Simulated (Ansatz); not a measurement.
Take InP in the zinc blende structure (space group F-43m, No. 216) as the base.

```yaml
crystal:
  lattice:
    - [0.00000, 2.93922, 2.93922]
    - [2.93922, 0.00000, 2.93922]
    - [2.93922, 2.93922, 0.00000]
  atoms:
    - { symbol: In, position: [0.00000, 0.00000, 0.00000] }
    - { symbol: P, position: [0.25000, 0.25000, 0.25000] }
```

Cartesian axes are those of the cell as printed.

Method: plane-wave PAW DFT at the PBEsol level (Ansatz, a program for electronic structure, 420 eV), scalar-relativistic without spin-orbit coupling.

Before the change:

```
Item                                 Value
---------------------  -------------------
Valence-band top at Γ  0.00, 0.00, 0.00 eV
Band gap                           0.57 eV
Volume per atom                   25.39 Å³
Pressure                          0.00 GPa
```

One thing is altered: biaxial strain +0.50 %, plane normal [001], relaxed out of plane (Cartesian); in-plane vectors clamped, the third vector and the atoms free.

Predict the new valence-band top at Γ.

The valence-band top at Γ (three highest levels, from the VBM) becomes 0.00, -0.05, -0.05 eV (base: 0.00, 0.00, 0.00 eV).

How does this affect the band gap?

The band gap falls by 0.06 eV to 0.51 eV.

What does the calculation give for the volume per atom after the change?

The volume per atom grows by 0.11 Å³, from 25.39 Å³ to 25.50 Å³.

What happens to the pressure?

The pressure (mean of the normal stresses, compression positive) goes from zero to -0.29 GPa.

Whether these cells are dynamically stable was not tested.
